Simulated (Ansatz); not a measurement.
The structure below was relaxed with Kohn–Sham DFT with the PBEsol-D3(BJ) functional, run in Ansatz (an electronic-structure program) with PAW and 420 eV plane waves, no spin-orbit coupling, earlier PAW set.

```xyz
3
Lattice="3.3802 0.0000 0.0000 -1.6901 2.9273 0.0000 0.0000 0.0000 5.9496" Properties=species:S:1:pos:R:3 pbc="T T T"
Ta     0.0000     0.0000     0.0000
Se     0.0000     1.9516     1.6690
Se     1.6901     0.9758     4.2806
```

Question: Find the space group and the Wyckoff positions.

Answer: Space group P-3m1 (No. 164); a = b = 3.380 Å, c = 5.950 Å, α = β = 90.00°, γ = 120.00°

| atom | site | symmetry | x | y | z |
|---|---|---|---|---|---|
| Ta | 1a | -3m. | 0.0000 | 0.0000 | 0.0000 |
| Se | 2d | 3m. | 0.3333 | 0.6667 | 0.2805 |

Question: Describe the coordination.

Answer: The crystal has 3 atoms in its conventional cell. Conventional cell: a = 3.380 Å, b = 3.380 Å, c = 5.950 Å, α = 90.00°, β = 90.00°, γ = 120.00°. Ta sees 6 Se at 2.568 Å (octahedral). Se is surrounded by 3 Ta at 2.568 Å (trigonal pyramidal). (Neighbours: up to the widest gap in distance over summed covalent radii, below 1.35, at either atom; cation-cation and far metal-metal contacts left out.)

No phonon test of stability was made. All final runs are without spin polarisation. An odd electron count without spin: TaSe2. The cell was made from TaS2 by this change: S → Se; the result is a model cell, its experimental status unchecked.
